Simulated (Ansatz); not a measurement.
The parent structure is CdSe in the zinc blende structure (space group F-43m, No. 216; a = 6.1333 Å). Axes: x, y, z lie along the cube axes.

The values are results of DFT with r2SCAN, PAW potentials and a 500 eV plane-wave cutoff in Ansatz (a program for electronic structure), spin-orbit coupling left out, earlier PAW set, not measurements.

Strains are applied to the cell and any free atomic positions relax; under stress the whole cell relaxes.

One change was made to it. Results:

The band gap decreases by 0.038 eV to 1.00 eV; the electron mass goes from 0.093 mₑ (at Γ) to 0.092 mₑ (at Γ); the energy rises by 0.8 meV/atom.

Problem. Name the change that was made.
(A) isotropic strain +1.24 %
(B) isotropic strain −0.59 %
(C) strain tensor (xx, yy, zz, yz, xz, xy) = (−0.85, +0.12, −1.99, +0.73, +0.26, −0.49) %
(D) uniaxial stress, 0.5 GPa tension along z

Solution. D, uniaxial stress, 0.5 GPa tension along z. For comparison, the band gap in the other runs: isotropic strain −0.59 % gives 1.07 eV; strain tensor (xx, yy, zz, yz, xz, xy) = (−0.85, +0.12, −1.99, +0.73, +0.26, −0.49) % gives 1.04 eV; isotropic strain +1.24 % gives 0.95 eV.

Effective masses come from finite differences of ±0.01 Å⁻¹. Beyond what the load breaks, stability against distortions was not tested.
